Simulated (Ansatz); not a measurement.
CdSe in the wurtzite structure (space group P6_3mc, No. 186)

```
CELL_PARAMETERS angstrom
      4.38272     0.00000     0.00000
     -2.19136     3.79554     0.00000
      0.00000     0.00000     7.15447
ATOMIC_POSITIONS crystal
  Cd 0.66667 0.33333 0.00047
  Cd 0.33333 0.66667 0.50047
  Se 0.66667 0.33333 0.62473
  Se 0.33333 0.66667 0.12473
```

All numbers come from PBE (Ansatz, an electronic-structure program; PAW; 420 eV plane waves; scalar-relativistic without spin-orbit coupling). Settings: 9×9×5 k-points, 0.05 eV Fermi–Dirac smearing.

```json
{
  "volume_per_atom": "29.75 Å³",
  "density": "5.34 g/cm³",
  "band_gap": "0.54 eV, direct at Γ",
  "Lowest conduction-band minima above the VBM": "Γ 0.54 eV",
  "total_energy": "-6862.397 eV/atom (σ→0; compares only within this code and set-up)"
}
```

Whether these cells are dynamically stable was not tested.
